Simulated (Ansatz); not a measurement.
The parent structure is GaN in the wurtzite structure (space group P6_3mc, No. 186; a = 3.183 Å, c = 5.185 Å).

Level of theory: PBEsol, PAW, 420 eV (Ansatz, a first-principles code; scalar-relativistic without spin-orbit coupling).

Base values:

```
Quantity               Value
-------------------  -------
Lattice parameter a  3.183 Å
```

Perturbation: a hydrostatic pressure of 22.5 GPa.

Q: Estimate the effect on the mean gap deformation potential ΔEg/Δln V and lattice parameter a.

A: The mean gap deformation potential ΔEg/Δln V comes out as -6.5 eV; the lattice parameter a falls by 0.102 Å to 3.081 Å.

Load acts through the strain it causes; cell and atoms are relaxed under it. No phonon test of stability was made. Tetrahedral semiconductors of this kind turn to denser phases somewhere between about 1 and 50 GPa; those were not computed, so compressed cells here can lie past the real transition.
